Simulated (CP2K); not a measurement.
Band structure of CaTiS2 (P-3m1, 4 atoms in the cell).

```xyz
4
Lattice="3.6451 0.0000 0.0000 -1.8226 3.1568 0.0000 0.0000 0.0000 6.5415" Properties=species:S:1:pos:R:3 pbc="T T T"
Ca     0.0000     0.0000     3.2708
Ti     0.0000     0.0000     0.0000
S      0.0000     2.1045     5.1046
S      1.8226     1.0523     1.4369
```

Method of the run: PBEsol, GPW, DZVP-MOLOPT-SR-GTH basis, GTH-PBE potentials (GTH_POTENTIALS) run with CP2K.

Settings: CUTOFF = 600 Ry; REL_CUTOFF = 50 Ry; SMEAR/METHOD = FERMI_DIRAC; ELECTRONIC_TEMPERATURE = 1160.45 K; KPOINTS/SCHEME = MONKHORST-PACK 7 7 4; GAMMA_CENTERED = T; XC_FUNCTIONAL = PBE:PBESOL; Ca/BASIS_SET = DZVP-MOLOPT-SR-GTH; Ca/POTENTIAL = GTH-PBE-q10; Ti/BASIS_SET = DZVP-MOLOPT-SR-GTH; Ti/POTENTIAL = GTH-PBE-q12; S/BASIS_SET = DZVP-MOLOPT-SR-GTH; S/POTENTIAL = GTH-PBE-q6; METHOD = GPW.

The starting cell comes from a database of computed structures (which also holds hypothetical and non-ambient phases and stackings), without a prior relaxation at this level. Spin polarisation is off, so a magnetic state, if there is one, cannot be reached. Values carry the incompleteness of an atom-centred basis. The potentials were made for another functional than the one used.

Levels in eV from the Fermi level, bands 14 to 19:
| point | 14 | 15 | 16 | 17 | 18 | 19 |
|---|---|---|---|---|---|---|
| Γ | -2.89 | -2.27 | -2.27 | -1.02 | -0.18 | -0.18 |
| M | -4.40 | -4.25 | -3.48 | -1.23 | 0.60 | 0.82 |
| K | -4.54 | -4.54 | -4.17 | 0.30 | 0.65 | 0.65 |
| A | -3.95 | -2.81 | -2.81 | -0.04 | -0.04 | 0.21 |
| L | -4.34 | -4.01 | -3.77 | -0.78 | 0.58 | 0.84 |
| H | -4.82 | -4.47 | -4.47 | 0.42 | 0.42 | 0.48 |

Bands cross the Fermi level along this path, so the cell is metallic at this level.

Higher empty bands are left out: an atom-centred basis made for the valence describes them poorly.
